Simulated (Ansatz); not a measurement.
## Equilibrium lattice constant a of Re2C (model structure, started from the CdI2 type, P-3m1, No. 164, 3 atoms in the cell) at several levels of theory

No measured value is used here.

| level (code) | value (Å) |
|---|---|
| LDA (Ansatz) | 2.809 |
| PBEsol (Ansatz) | 2.825 |
| r²SCAN (Ansatz) | 2.834 |

Density-functional levels without +SOC have no spin–orbit coupling. LDA, PBEsol, r²SCAN: the run has no spin polarisation, so it can have missed a magnetic state. Cutoffs differ between the levels. Ansatz's density-functional and Hartree–Fock values are scalar-relativistic unless marked +SOC, with PAW data made under PBE.

A model structure was made by putting elements into a prototype or built by hand; it is no filed structure, need not be a known phase, and can be a saddle point held by its symmetry.

Ansatz is a first-principles code.
